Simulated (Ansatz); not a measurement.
Input:

End structure of a constructed model of the (111) surface of fcc Rh, a layer of Ir in place of the third plane (bottom of the slab: a bare face, its two planes held):

```yaml
crystal:
  lattice:
    - [2.70822, 0.00000, 0.00000]
    - [-1.35411, 2.34539, 0.00000]
    - [0.00000, 0.00000, 27.50000]
  atoms:
    - { symbol: Rh, position: [0.33333, 0.66667, 0.29920] }
    - { symbol: Rh, position: [0.66667, 0.33333, 0.37960] }
    - { symbol: Rh, position: [0.00000, 0.00000, 0.45979] }
    - { symbol: Ir, position: [0.33333, 0.66667, 0.54099] }
    - { symbol: Rh, position: [0.66667, 0.33333, 0.62114] }
    - { symbol: Rh, position: [0.00000, 0.00000, 0.70038] }
```

Set-up: 6 atoms, 11.0 Å thick at the start with caps and adatoms (thin: gaps and levels are the slab's own); mesh 16x16x1; 0.1 eV smearing; dipole correction on; 2 atoms held, the rest relaxed; held to the start's symmetry, so lower structures may exist; no spin, no spin-orbit, no U. In PBE it is, or lies within 0.01 eV a 1x1 cell of, the lowest of the 2 structures of its composition computed so far; subsurface sites and larger cells were not tried.

Question: Predict the work function of the top face from Ansatz (a quantum-chemistry and plane-wave program) with PBE.

Answer: 5.15 eV
